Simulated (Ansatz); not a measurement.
The starting structures come from a database of crystals and need not be the phases stable at ambient conditions.

 Where the default PAW files enter, the runs use the earlier of Ansatz's two default sets.

Inside the gap of an insulator the Bloch states are evanescent, with a wavenumber k + iκ along the transport direction.

```xyz
12
Lattice="5.0841 0.0000 0.0000 0.0000 5.2446 0.0000 0.0000 0.8395 4.9548" Properties=species:S:1:pos:R:3 pbc="T T T"
Nb     2.7837     1.7164     1.4499
Nb     2.3005     4.3677     3.5049
Nb     0.2416     1.7454     3.5049
Nb     4.8425     4.3387     1.4499
N      1.2956     0.5015     2.2019
N      3.7885     5.5826     2.7529
N      3.8377     2.9603     2.7529
N      1.2465     3.1238     2.2019
O      3.4412     3.4631     0.3046
O      1.6429     2.6210     4.6501
O      0.8991     5.2433     4.6501
O      4.1850     0.8408     0.3046
```

Space group of this cell: P2_1/c. The cell is taken as given; by PBEsol its mean pressure is -10.9 GPa.

Transport runs along the normal of the first two printed cell vectors.

The gap is the functional's own. No spin-orbit coupling. Mid-gap values are interpolated on the energy grid.

Problem. Give the band gap and the smallest decay constant κ at mid-gap that PBEsol run with Ansatz (an electronic-structure program) yields.

Solution. Gap 1.55 eV on a 6×6×6 mesh; κ = 0.212 1/Å, at the zone centre.
